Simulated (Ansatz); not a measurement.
The reference is AlN in the zinc blende structure (space group F-43m, No. 216; a = 4.378 Å). Axes: x, y, z lie along the cube axes.

Level of theory: PBEsol (Ansatz, a quantum-chemistry and plane-wave program), spin-orbit coupling left out.

Modification: the cell is stretched by 1.50 % along z with no lateral relaxation; the atoms relax in the strained cell.

Q: Predict the stress tensor and what it implies for the stiffness.

A: Stress of the strained cell less that of the base (GPa, compression positive):
```
  -2.23    0.00    0.00
   0.00   -2.23    0.00
   0.00    0.00   -4.27
```

Then −Δσ_ii/ε with ε = 0.0150 gives secant stiffness values (nonlinear terms included at this strain): C33 ≈ 285 GPa, C13 ≈ 149 GPa and C23 ≈ 149 GPa.

Stability against distortions was not tested. This is not the structure that AlN has at room temperature and ambient pressure.
